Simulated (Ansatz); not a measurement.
# RbGeF3 in the cubic perovskite structure (space group Pm-3m, No. 221; a hypothetical phase, not in the database extracts checked)

```cif
data_F3GeRb
_chemical_formula_sum 'Rb1 Ge1 F3'
_space_group_name_H-M_alt 'P 1'
_space_group_IT_number 1
_cell_length_a 4.42402
_cell_length_b 4.42402
_cell_length_c 4.42402
_cell_angle_alpha 90.000
_cell_angle_beta 90.000
_cell_angle_gamma 90.000
loop_
_space_group_symop_operation_xyz
  'x, y, z'
loop_
_atom_site_label
_atom_site_type_symbol
_atom_site_fract_x
_atom_site_fract_y
_atom_site_fract_z
_atom_site_occupancy
Rb1 Rb 0.00000 0.00000 0.00000 1
Ge1 Ge 0.50000 0.50000 0.50000 1
F1 F 0.00000 0.50000 0.50000 1
F2 F 0.50000 0.50000 0.00000 1
F3 F 0.50000 0.00000 0.50000 1
```

The values are results of r2SCAN (Ansatz, a first-principles code, PAW, without spin-orbit coupling), not measurements. Settings: 8×8×8 k-points, 0.05 eV Fermi–Dirac smearing.

Volume per atom: 17.32 Å³
Density: 4.13 g/cm³
Band gap: 2.06 eV, direct at R
Electron mass (degenerate bands, along [100]): 0.17, 1.1, 1.1 mₑ
Hole mass: 0.24 mₑ
Lowest conduction-band minima above the VBM: R along ⟨111⟩ 2.06 eV; X along ⟨100⟩ 2.76 eV
Total energy: -2002.718 eV/atom (σ→0; compares only within this code and set-up)

Effective masses come from finite differences of ±0.01 Å⁻¹. No phonon test of stability was made. Many cubic perovskites are stable only at high temperature; tilts and polar distortions were not tested.
